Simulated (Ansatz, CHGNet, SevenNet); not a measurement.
# GeS (model structure, started from the 6H type, P6₃mc, No. 186, 12 atoms in the cell): lattice parameter a by level of theory

No measured value is used here.

```
level (code)         value (Å)
-------------------  ---------
CHGNet 0.3.0             4.276
SevenNet-0               4.593
SevenNet-l3i5            4.319
LDA (Ansatz)             4.500
PBE (Ansatz)             4.633
PBEsol (Ansatz)          4.544
PBE-D3(BJ) (Ansatz)      4.643
```

CHGNet 0.3.0, SevenNet-l3i5: the cell has another shape than the first-principles one, perhaps another minimum in the same group. PBE-D3(BJ): a distance lies near a switch of the dispersion term, which can move the cell. Ansatz's density-functional and Hartree–Fock values are scalar-relativistic unless marked +SOC, with PAW data made under PBE.

Machine-learned potentials (CHGNet 0.3.0, SevenNet-0, SevenNet-l3i5) are trained on DFT data: a solid inside that data is no test of them.

A model structure was made by putting elements into a prototype or built by hand; it is no filed structure, need not be a known phase, and can be a saddle point held by its symmetry.

Ansatz is a first-principles code.
